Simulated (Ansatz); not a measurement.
# Response to strain in BP

Base system: BP in the zinc blende structure (space group F-43m, No. 216; a = 4.4905 Å). Axes: x, y, z lie along the cube axes.

Strains are applied to the cell and any free atomic positions relax; under biaxial strain the out-of-plane vector relaxes too.

The values are results of DFT with LDA, PAW potentials and a 420 eV plane-wave cutoff in Ansatz (a first-principles code), no SOC, not measurements.

```tsv
variant	electron mass	band gap	volume per atom	gap character
base	1.3 mₑ along k, 0.22 mₑ across (off the special points)	1.14 eV	11.32 Å³	–
biaxial strain −3.00 %, plane normal [001], relaxed out of plane	–	0.74 eV	10.80 Å³	indirect, Γ → Γ–X (84 % along)
biaxial strain −2.00 %, plane normal [001], relaxed out of plane	1.3 mₑ along k, 0.22 mₑ across (off the special points)	0.88 eV	10.97 Å³	indirect, Γ → Γ–X (84 % along)
biaxial strain −0.50 %, plane normal [001], relaxed out of plane	1.3 mₑ along k, 0.22 mₑ across (off the special points)	1.08 eV	11.23 Å³	indirect, Γ → Γ–X (84 % along)
biaxial strain +0.50 %, plane normal [001], relaxed out of plane	1.2 mₑ along k, 0.23 mₑ across (off the special points)	1.04 eV	11.40 Å³	indirect, Γ → Γ–M (84 % along)
biaxial strain +1.00 %, plane normal [001], relaxed out of plane	1.3 mₑ along k, 0.22 mₑ across (off the special points)	0.95 eV	11.49 Å³	indirect, Γ → Γ–M (79 % along)
biaxial strain +1.50 %, plane normal [001], relaxed out of plane	1.2 mₑ along k, 0.22 mₑ across (off the special points)	0.85 eV	11.58 Å³	indirect, Γ → Γ–M (79 % along)
biaxial strain +2.00 %, plane normal [001], relaxed out of plane	1.2 mₑ along k, 0.22 mₑ across (off the special points)	0.75 eV	11.66 Å³	indirect, Γ → Γ–M (79 % along)
biaxial strain +2.50 %, plane normal [001], relaxed out of plane	1.2 mₑ along k, 0.22 mₑ across (off the special points)	0.66 eV	11.75 Å³	indirect, Γ → Γ–M (79 % along)
biaxial strain +3.00 %, plane normal [001], relaxed out of plane	1.1 mₑ along k, 0.22 mₑ across (off the special points)	0.56 eV	11.84 Å³	indirect, Γ → Γ–M (79 % along)
```

Masses are band curvatures over ±0.01 Å⁻¹ around the edge. Along k means along the line from Γ to the band edge. Whether these cells are dynamically stable was not tested. Labels are those of the standard path for the cell's own space group.
